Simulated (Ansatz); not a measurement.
The parent structure is NbSi2 (space group P6_222, No. 180; a = 4.793 Å, c = 6.585 Å).

Method: r2SCAN (Ansatz, a first-principles code), no spin-orbit coupling.

For the base:

The pressure comes out as 0.0 GPa.

Modification: an isotropic linear strain of −5.24 %, atoms relaxed at fixed cell.

**Question.** How does this affect the energy relative to the base and pressure?

**Answer.** The energy grows by 0.247 eV/atom; the pressure (mean of the normal stresses, compression positive) goes from zero to 42.0 GPa.

Whether these cells are dynamically stable was not tested. All final runs are without spin polarisation. An odd electron count without spin: NbSi2.
